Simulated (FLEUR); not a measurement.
FLEUR run on WC (P-6m2, 2 atoms in the cell): self-consistent single point.

Level of theory: FLEUR with PBEsol, all-electron FLAPW (FLEUR), scalar-relativistic valence.

```xyz
2
Lattice="2.9075 0.0000 0.0000 -1.4538 2.5180 0.0000 0.0000 0.0000 2.8306" Properties=species:S:1:pos:R:3 pbc="T T T"
W      0.0000     0.0000     0.0000
C      1.4538     0.8393     1.4153
```

Reference input (self-consistent single point, DFT, PBE, all-electron FLAPW (FLEUR), scalar-relativistic valence): Kmax = 4.3 1/bohr; GmaxXC = 15 1/bohr; xcFunctional = pbe; jspins = 1; l_soc = F; mode = hist; fermiSmearingEnergy = 0.00499791 Htr; mesh (inpgen div1-3) = 13 13 12; inpgen gamma flag = true; Gmax = 15 1/bohr; numbands = 0; maxIterBroyd = 40. This run's input differs from it in these lines:

```diff
@@ -14,2 +14,3 @@
 &comp jspins=1 /
+&exco xctyp='PBEs' /
 &kpt div1=13 div2=13 div3=12 gamma=t /
@@ -26,3 +27,3 @@
       <coreElectrons ctail="T" frcor="F" kcrel="0" coretail_lmax="0"/>
-      <xcFunctional name="pbe" relativisticCorrections="F"/>
+      <xcFunctional name="PBEs" relativisticCorrections="F"/>
       <magnetism jspins="1"/>
```

The program printed (abridged):

```
 Iteration:     1   Distance:      25.14466126 me/bohr^3
 Iteration:     2   Distance:      21.48726139 me/bohr^3
 Iteration:     3   Distance:       9.02466855 me/bohr^3
 Iteration:     4   Distance:       6.75895327 me/bohr^3
 Iteration:     5   Distance:       3.27456065 me/bohr^3
   [... 6 lines left out ...]
 Iteration:    12   Distance:       0.00075809 me/bohr^3
 Iteration:    13   Distance:       0.00015899 me/bohr^3
 Iteration:    14   Distance:       0.00010514 me/bohr^3
 Iteration:    15   Distance:       0.00000645 me/bohr^3
 Run finished successfully
 Stop message:
   Structural relaxation: Done

[file out, last iteration]
             iter=     16
[...]
          total density-effective poten   -2.8142853397E+04
          total charge density-energy d   -3.2590264866E+02
 Updated energy parameters for spin:           1
[...]
 fermi energy and band-weighting factors:

[...]
FERMIE:
          first approx. to ef    (T=0)  :   0.607421 htr   (energy of the highest occ. eigenvalue)
          number of occ. states  (T=0)  :       1321
          first approx. to seigv (T=0)  :  -4.811970 htr
          sum of weights of occ. states :   9.001972
          sum of semicore charge        :   0.000000 e
FERHIS:  Fermi-Energy by histogram:
          bandgap                     :   0.000136 htr
   [... lines left out ...]
          charge neutrality (T=0)     :   0.003945    (zero if the highest occ. eigenvalue is "entirely" occupied)
     EF_NEWTON:  Adjust Fermi-Energy by Newton-Method.
 Direct bandgap for spin            1 :    3.1686717199968850E-002  Htr
 ---->    free energy=                    -16199.3734610961 htr
   [... lines left out ...]
      extrapolation for T->0
 ---->    total electron energy=          -16199.3731166985 htr
 ***** TOTAL FORCES ON ATOMS *****
 TOTAL FORCE FOR ATOM TYPE=  1  X=  0.000   Y=  0.000   Z=  0.000
                       FX_TOT= 0.000000 FY_TOT= 0.000000 FZ_TOT= 0.000000
 TOTAL FORCE FOR ATOM TYPE=  2  X= -2.747   Y=  1.586   Z=  2.675
                       FX_TOT= 0.000000 FY_TOT= 0.000000 FZ_TOT= 0.000000
 Structural relaxation: Done
```

The run converged in 15 iterations. FLEUR gives forces in its relaxation mode, with a further iteration, so its stop message speaks of a relaxation. 

The starting cell comes from a database of computed structures (which also holds hypothetical and non-ambient phases and stackings), without a prior relaxation at this level. Its lattice was rescaled by a random factor within 2.5 % of one. Spin-orbit coupling is off. Spin polarisation is off. Values depend on the basis (sphere radii, cutoffs, local orbitals), which need not be converged. The log's line on a gap gives a spacing of levels on this mesh, which the program prints for metals too.

Cost on one core of a shared machine: roughly 2 min.
